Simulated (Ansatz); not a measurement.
Short convergence ladders for a (001) slab of Mg(AlGe)2 (cut from a parent of space group no. 164; 5 atoms in the cell)

```
Al2MgGe2
1.0
    4.10584     0.00000     0.00000
   -2.05292     3.55576     0.00000
    0.00000     0.00000    18.98041
Mg Al Ge
1 2 2
Direct
  0.00000   0.00000   0.50000
  0.66667   0.33333   0.63120
  0.33333   0.66667   0.36880
  0.66667   0.33333   0.41325
  0.33333   0.66667   0.58675
```

Base method: PBEsol, default PAW files made with PBE (plane waves; Ansatz, a first-principles code).

Base settings: basis.ecutwfc = 420 eV; kpoints.mp_grid.grid = 9 9 1; hamiltonian.xc = pbesol; hamiltonian.pseudopotentials = {kind: paw} (the program's default PAW files); scf.occupations.method = fermi_dirac; scf.occupations.width = 0.1 eV.

The count of work is k-points × plane waves × bands × iterations; it is no time. 

**The vacuum**

The mesh stays at the base's, so the ladder's end is converged at best in this setting alone.

Only quantities that move along the ladder and can be compared are tabulated.

| vacuum between outermost atoms (Å) | free energy less the last step's (meV/atom) | largest difference of a force vector from the last step's (eV/Å) | count of work / last |
|---|---|---|---|
| 3.0 | -81.06 | 0.531 | 0.23 |
| 4.0 | 20.22 | 0.061 | 0.26 |
| 5.0 | 20.17 | 0.086 | 0.28 |
| 6.0 | 9.06 | 0.043 | 0.27 |
| 7.0 | 3.39 | 0.016 | 0.29 |
| 8.0 | 1.17 | 0.006 | 0.37 |
| 10.0 | 0.11 | 0.001 | 0.43 |
| 12.0 | 0.01 | 0.000 | 0.48 |
| 14.0 | 0.00 | 0.000 | 0.55 |
| 17.0 | 0.00 | 0.000 | 0.62 |
| 20.0 | 0.00 | 0.000 | 0.71 |
| 25.0 | -0.01 | 0.000 | 0.86 |
| 30.0 | 0.00 | 0.000 | 1.0 |

Smallest vacuum between outermost atoms (Å) that holds the forces within 0.02 eV/Å of the last step, with all finer ones: 7.0, at 0.29 of the last step's count of work; the step before is off by 0.043 eV/Å.

Smallest vacuum between outermost atoms (Å) that holds the free energy within 0.5 meV/atom of the last step, with all finer ones: 10.0, at 0.43 of the last step's count of work; the step before is off by 1.2 meV/atom.

Two neighbours can agree and both be off: 4.0 and 5.0 differ by 0.05 meV/atom in the free energy, yet lie about 20 meV/atom from the last step.

**The k-point mesh**

Only quantities that move along the ladder and can be compared are tabulated.

| kpoints.mp_grid.grid | free energy less the last step's (meV/atom) | largest difference of a force vector from the last step's (eV/Å) | count of work / last |
|---|---|---|---|
| 2 2 1 | 524.91 | 1.060 | 0.037 |
| 3 3 1 | 173.03 | 0.137 | 0.056 |
| 4 4 1 | 46.05 | 0.092 | 0.066 |
| 5 5 1 | 12.54 | 0.069 | 0.082 |
| 6 6 1 | 8.02 | 0.011 | 0.11 |
| 7 7 1 | -3.29 | 0.032 | 0.13 |
| 8 8 1 | 0.71 | 0.018 | 0.16 |
| 9 9 1 | -1.98 | 0.009 | 0.20 |
| 11 11 1 | -0.28 | 0.009 | 0.26 |
| 13 13 1 | 0.02 | 0.002 | 0.34 |
| 15 15 1 | 0.02 | 0.001 | 0.44 |
| 17 17 1 | 0.04 | 0.001 | 0.54 |
| 20 20 1 | 0.01 | 0.000 | 0.72 |
| 24 24 1 | 0.00 | 0.000 | 1.0 |

Coarsest kpoints.mp_grid.grid that holds the free energy within 0.5 meV/atom of the last step, with all finer ones: 11 11 1, at 0.26 of the last step's count of work; the step before is off by 2.0 meV/atom.

Coarsest kpoints.mp_grid.grid that holds the forces within 0.02 eV/Å of the last step, with all finer ones: 8 8 1, at 0.16 of the last step's count of work; the step before is off by 0.032 eV/Å.

**The plane-wave cutoff**

The mesh stays at the base's, so the ladder's end is converged at best in this setting alone.

Only quantities that move along the ladder and can be compared are tabulated.

```csv
basis.ecutwfc,free energy less the last step's (meV/atom),largest difference of a force vector from the last step's (eV/Å),count of work / last
210 eV,2670.27,0.083,0.14
250 eV,572.03,0.031,0.16
295 eV,86.07,0.016,0.21
355 eV,5.09,0.004,0.27
420 eV,0.72,0.000,0.35
505 eV,0.22,0.000,0.46
630 eV,0.09,0.000,0.65
840 eV,0.00,0.000,1.0
```

Coarsest basis.ecutwfc that holds the free energy within 2 meV/atom of the last step, with all finer ones: 420 eV, at 0.35 of the last step's count of work; the step before is off by 5.1 meV/atom.

Coarsest basis.ecutwfc that holds the forces within 0.005 eV/Å of the last step, with all finer ones: 355 eV, at 0.27 of the last step's count of work; the step before is off by 0.016 eV/Å.

On the base run: the starting cell comes from a database of computed structures (which also holds hypothetical and non-ambient phases and stackings), without a prior relaxation at this level. The slab is cut from that crystal, and its faces are unrelaxed. Its lattice was rescaled by up to half a per cent. Spin polarisation is off, though cut faces can carry moments; the slab shows no gap.

Keys are those of Ansatz 0.2.
